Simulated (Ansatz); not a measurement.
Start from BeS in the zinc blende structure (space group F-43m, No. 216).

```xyz
2
Lattice="0.0000 2.4190 2.4190 2.4190 0.0000 2.4190 2.4190 2.4190 0.0000" Properties=species:S:1:pos:R:3 pbc="T T T"
S      3.6285     3.6285     3.6285
Be     0.0000     0.0000     0.0000
```

The values are results of DFT with PBEsol, PAW potentials and a 420 eV plane-wave cutoff in Ansatz (a program for electronic structure), scalar-relativistic without spin-orbit coupling, not measurements.

Base values:

| Property | Result |
|---|---|
| Electron mass | 0.80 mₑ along k, 0.28 mₑ across (at X) |
| Smallest direct gap | 5.54 eV |

Now apply this change: a hydrostatic pressure of 18 GPa.

Estimate the effect on the electron mass.

The electron mass becomes 0.76 mₑ along k, 0.26 mₑ across (at X) (base: 0.80 mₑ along k, 0.28 mₑ across (at X)).

Estimate the effect on the smallest direct gap.

The smallest direct gap shrinks by 0.085 eV (5.54 eV → 5.46 eV).

Load acts through the strain it causes; cell and atoms are relaxed under it. Masses are band curvatures over ±0.01 Å⁻¹ around the edge. Along k means along the line from Γ to the band edge. Stability against distortions was not tested. Competing high-pressure phases were not computed.
